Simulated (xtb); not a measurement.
xtb 6.7.1, GFN2-xTB: C[Si](C)(O)C[CH2][Ge]([Cl])([Cl])[Cl], 21 atoms. The geometry is a generated start, not checked to be a minimum at this level.

```yaml
run_flags: --grad
method: GFN2-xTB
"--acc": 1 (default)
"--etemp (K)": 300 (default)
basis_functions: 81
valence_electrons: 62
```

```xyz
21

Si    -1.2689    -0.1609     0.1793
C     -1.7713     0.0820    -1.6431
C     -2.3935     0.8833     1.3050
O     -1.2863    -1.7472     0.5828
C      0.5624     0.2967     0.4629
C      1.4831    -0.4976    -0.4374
Ge     3.4410    -0.1095    -0.0352
Cl     4.0358    -0.9260     1.8559
Cl     3.8042     2.0015     0.0869
Cl     4.8168    -0.8903    -1.4932
H     -1.4348     1.0380    -2.0291
H     -2.8505     0.0502    -1.7637
H     -1.3495    -0.6939    -2.2760
H     -2.5250     1.8876     0.9167
H     -3.3808     0.4383     1.3934
H     -1.9854     0.9715     2.3071
H     -2.0869    -2.2638     0.5719
H      0.8187     0.1015     1.5042
H      0.7136     1.3622     0.2957
H      1.3361    -1.5657    -0.2987
H      1.3211    -0.2578    -1.4856
```

One run each on 1 thread. Values of broydamp tried: 0.02, 0.05, 0.1, 0.2, 0.4 (default), 0.6, 0.8, 1.

Q: Predict the course of the SCC iterations along this series.

A: Fewest SCC iterations, within one of each other: 0.4 (default) with 15, 0.6 with 15, 0.8 with 15, 1 with 16. The count rises to 24 at 0.02. All converge to one solution.

```csv
broydamp,SCC iterations,end
0.02,24,same solution
0.05,23,same solution
0.1,20,same solution
0.2,17,same solution
0.4 (default),15,same solution
0.6,15,same solution
0.8,15,same solution
1,16,same solution
```
